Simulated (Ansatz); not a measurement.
The parent structure is ZrS2 in the CdI2 type structure (space group P-3m1, No. 164; layered, stacked along the Cartesian z axis).

```
ZrS2
1.0
    3.63482     0.00000     0.00000
   -1.81741     3.14785     0.00000
    0.00000     0.00000     5.71966
Zr S
1 2
Cartesian
  0.00000   0.00000   0.00000
  0.00000   2.09856   1.46044
  1.81741   1.04928   4.25921
```

Levels (all Ansatz, a first-principles code, PAW): PBE-D3(BJ) (420 eV, no spin-orbit coupling); HSE06 (420 eV, spin-orbit coupling left out).

Its gap is 0.66 eV with PBE-D3(BJ) and 1.42 eV with HSE06.

Modification: a hydrostatic pressure of 4.2 GPa.

With PBE-D3(BJ) the gap becomes 0.21 eV.

### Question
If the HSE06 correction stayed the same, what would the HSE06 gap be, and what does the HSE06 run give?

### Answer
A rigid correction of +0.76 eV gives 0.97 eV. The HSE06 run gives 0.90 eV, so the correction itself changes by -0.07 eV.

Single points use the geometry relaxed with PBE-D3(BJ). HSE06 gaps are upper bounds (no full band path). Load acts through the strain it causes; cell and atoms are relaxed under it. No phonon test of stability was made. The zero or small gap of ZrS2 under pressure 4.2 GPa can change with the level of theory.
